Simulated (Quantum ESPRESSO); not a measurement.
Quantum ESPRESSO run on Ni3Hg (Pm-3m, 4 atoms in the cell): self-consistent single point.

Computed with LDA (PZ), GBRV 1.5 ultrasoft (LDA) pseudopotentials (plane waves; Quantum ESPRESSO 7.5).

```
CELL_PARAMETERS angstrom
      3.74491     0.00000     0.00000
      0.00000     3.74491     0.00000
      0.00000     0.00000     3.74491
ATOMIC_POSITIONS crystal
  Ni 0.00000 0.50000 0.50000
  Ni 0.50000 0.00000 0.50000
  Ni 0.50000 0.50000 0.00000
  Hg 0.00000 0.00000 0.00000
```
Moments meant for the start (each program seeds them in its own way; μB, in the order of the atoms Ni Ni Ni Hg): 2.0 2.0 2.0 0.0.

Reference input (self-consistent single point, DFT, PBEsol, plane waves, GBRV 1.5 ultrasoft (PBESOL) pseudopotentials): ecutwfc = 50 Ry; ecutrho = 400 Ry; occupations = smearing; smearing = fd; degauss = 0.0073499 Ry; nspin = 2; potentials = {Ni: ni_pbesol_v1.4.uspp.F.UPF, Hg: hg_pbesol_v1.uspp.F.UPF}; K_POINTS = automatic 9 9 9 0 0 0; conv_thr = 1e-10 Ry; mixing_beta = 0.4. This run's input differs from it in these lines:

```diff
@@ -26,4 +26,4 @@
 ATOMIC_SPECIES
-Ni    58.6934  ni_pbesol_v1.4.uspp.F.UPF
-Hg   200.5920  hg_pbesol_v1.uspp.F.UPF
+Ni    58.6934  ni_lda_v1.4.uspp.F.UPF
+Hg   200.5920  hg_lda_v1.uspp.F.UPF
 ATOMIC_POSITIONS crystal
```

Output, abridged:

```
     Self-consistent Calculation

     iteration #  1     ecut=    50.00 Ry     beta= 0.40

     total energy              =   -1100.85034633 Ry
     estimated scf accuracy    <      94.51220066 Ry

     total magnetization       =     1.81 Bohr mag/cell
     absolute magnetization    =     1.99 Bohr mag/cell

     iteration #  2     ecut=    50.00 Ry     beta= 0.40

     total energy              =   -1126.33601493 Ry
     estimated scf accuracy    <      83.37044802 Ry

     total magnetization       =     0.10 Bohr mag/cell
     absolute magnetization    =     0.20 Bohr mag/cell

     iteration #  3     ecut=    50.00 Ry     beta= 0.40

   [... lines left out ...]

     iteration # 15     ecut=    50.00 Ry     beta= 0.40

     total energy              =   -1137.06350007 Ry
     estimated scf accuracy    <          1.2E-09 Ry

     total magnetization       =     0.87 Bohr mag/cell
     absolute magnetization    =     0.97 Bohr mag/cell

     iteration # 16     ecut=    50.00 Ry     beta= 0.40

     Magnetic moment per site  (integrated on atomic sphere of radius R)
     atom   1 (R=0.292)  charge= 16.9718  magn=  0.3036
     atom   2 (R=0.292)  charge= 16.9718  magn=  0.3036
     atom   3 (R=0.292)  charge= 16.9718  magn=  0.3036
     atom   4 (R=0.292)  charge=  9.6273  magn= -0.0021
     End of self-consistent calculation

     the Fermi energy is    15.9679 ev

!    total energy              =   -1137.06350008 Ry
     estimated scf accuracy    <          4.3E-11 Ry
     smearing contrib. (-TS)   =      -0.01350674 Ry
     internal energy E=F+TS    =   -1137.04999334 Ry

     total magnetization       =     0.87 Bohr mag/cell
     absolute magnetization    =     0.97 Bohr mag/cell

     convergence has been achieved in  16 iterations

     Forces acting on atoms (cartesian axes, Ry/au):

     atom    1 type  1   force =     0.00000000    0.00000000    0.00000000
   [... zero for the other atoms too ...]

     Total force =     0.000000     Total SCF correction =     0.000000

          total   stress  (Ry/bohr**3)                   (kbar)     P=     -131.23
  -0.00089209   0.00000000   0.00000000         -131.23        0.00        0.00
   0.00000000  -0.00089209   0.00000000            0.00     -131.23        0.00
   0.00000000   0.00000000  -0.00089209            0.00        0.00     -131.23

   JOB DONE.
```

The run converged in 16 iterations. Against the reference run the pressure goes from -7.26 to -13.12 GPa and the size of the net moment goes from 0.27 to 0.22 μB/atom.

The starting cell comes from a database of computed structures (which also holds hypothetical and non-ambient phases and stackings), without a prior relaxation at this level. The moments shrank to a small part of their start, a low-spin state that need not be the lowest. With a pressure of about -13 GPa the cell is away from its equilibrium volume at this level.

Cost on one core of a shared machine: roughly 70 s.
